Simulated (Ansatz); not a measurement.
## CoCl3 in the ReO3 type structure (space group Pm-3m, No. 221; ferromagnetic; a hypothetical phase, not in the database extracts checked)

```
CoCl3
1.0
    4.55668     0.00000     0.00000
    0.00000     4.55668     0.00000
    0.00000     0.00000     4.55668
Co Cl
1 3
Direct
  0.00000   0.00000   0.00000
  0.50000   0.00000   0.00000
  0.00000   0.00000   0.50000
  0.00000   0.50000   0.00000
```

Calculations: plane-wave PAW DFT at the PBEsol level (Ansatz, a first-principles code, 420 eV), no SOC. k-mesh 10×10×10 (Γ-centred); smearing 0.05 eV (Fermi–Dirac).

```json
{
  "volume_per_atom": "23.65 Å³",
  "density": "2.90 g/cm³",
  "band_gap": "zero",
  "magnetic_state": "ferromagnetic",
  "total_energy": "-2069.110 eV/atom (σ→0; compares only within this code and set-up)"
}
```

No phonon test of stability was made. No Hubbard U is applied and the magnetic state is the run's own (CoCl3 ferromagnetic); small cells can't hold the antiferromagnetic order that many such compounds have, so gaps and moments can be off.
